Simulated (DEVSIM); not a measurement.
## Schottky contact on n-type GaP

Structure: Schottky contact on n-type GaP, at 300 K.

| layer (left to right) | material | thickness (μm) | Nd (cm⁻³) | τn (s) | τp (s) |
|---|---|---|---|---|---|
| 1 | GaP | 9.90 | 1.6e16 | 4.6e-7 | 1.4e-8 |
| 2 | GaP | 0.840 | 1.6e18 | 4.6e-7 | 4.6e-7 |

Left contact: Schottky, work function 4.61 eV, emission velocity 2.2e6 cm/s. Right contact: ohmic. Voltage is applied to the left contact. Recombination: SRH at mid-gap, Auger. Mobility is μmin + (μ − μmin)/(1 + (N/Nref)^α).

Constants are typed, rounded textbook-type inputs, not results; the design itself was drawn at random and stands for no fabricated device. Values at 300 K.

```
parameter         GaP
-------------  ------
gap (eV)         2.26
affinity (eV)     3.8
permittivity     11.1
Nc (cm⁻³)      1.8e19
Nv (cm⁻³)      1.9e19
μn (cm²/Vs)       250
μp (cm²/Vs)       150
μn,min             10
μp,min             10
Nref,n         4.4e18
Nref,p           1e18
αn                0.8
αp               0.85
Cn (cm⁶/s)      1e-30
Cp (cm⁶/s)      1e-30
```

Model (solved in DEVSIM): 1D drift-diffusion, Boltzmann statistics, complete ionisation; no tunnelling, impact ionisation, image-force lowering or self-heating. Metal contacts follow the ideal Schottky-Mott rule: no Fermi-level pinning, no interface dipoles.

```yaml
potential_step_across_the_device_at_zero_bias: 0.747 V
Dark forward voltage at 1 A/cm²: 0.414 V
Dark forward voltage at 100 A/cm²: 0.692 V
```

Dark forward current:

(V (V), J (A/cm²)): (0.05, 7.9e-7); (0.20, 0.00030); (0.35, 0.094); (0.50, 13); (0.65, 78); (0.80, 160); (0.95, 250); (1.10, 340); (1.25, 430); (1.40, 530); (1.55, 620); (1.70, 710); (1.85, 810); (2.00, 900)

Small-signal capacitance in reverse bias (quasi-static):

```csv
V (V),C (nF/cm²)
-0.04,44.3
-0.1,42.3
-0.2,39.6
-0.3,37.4
-0.4,35.4
-0.6,32.4
-0.8,30.0
-1,28.0
-1.3,25.7
-1.6,23.9
-2,22.0
```
